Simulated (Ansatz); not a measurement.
C11b MoSi2, treated with RPBE (Ansatz, an electronic-structure program, plane waves, PAW).

Settings: plane-wave cutoff 520 eV, 28×28×28 k mesh, Fermi–Dirac smearing 0.036 eV (set by the program), no spin polarisation, scalar-relativistic PAW data made under PBE.

Computed at the level's own relaxed cell.

Hill averages of the elastic tensor: K = 198.1 GPa, G = 175.8 GPa. Volume 13.751 Å³/atom, mean atomic mass 50.704 u.

Problem. Work out the density, the sound velocities of a polycrystal and the elastic Debye temperature, and Pugh's ratio at this level.

Solution. ρ = 1.66054 × 50.704/13.751 = 6.123 g/cm³. v_l = √[(K + 4G/3)/ρ] = 8.404 km/s and v_t = √(G/ρ) = 5.358 km/s. The mean follows from 3/v_m³ = 1/v_l³ + 2/v_t³: v_m = 5.889 km/s. Θ_D = (ħ/k_B) v_m (6π²/V)^(1/3) = 76.38 K Å s/km × 5.889 × 1.6269 Å⁻¹ = 732 K, counting all atoms of the cell. K/G = 1.13, to be set beside Pugh's rough bound of 1.75 between brittle and ductile metals.
